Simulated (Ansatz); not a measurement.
## Ti3Al, response to strain

The parent structure is Ti$_{3}$Al (space group P6_3/mmc, No. 194; a = 5.747 Å, c = 4.632 Å).

Strains are applied to the cell and any free atomic positions relax.

Level of theory: r2SCAN in Ansatz (plane waves to 500 eV, PAW, without spin-orbit coupling).

Candidates:
(a) isotropic strain +5.44 %
(b) isotropic strain +0.49 %
(c) isotropic strain −0.82 %

Notes on the quantities. energy relative to the base: free energy F.

Problem. Order them by energy relative to the base, lowest first.

Solution. (b) isotropic strain +0.49 % (+1.3 meV/atom), (c) isotropic strain −0.82 % (+3.9 meV/atom), (a) isotropic strain +5.44 % (+145 meV/atom)

Whether these cells are dynamically stable was not tested. The final runs are not spin-polarised.

Ansatz is a program for electronic structure.
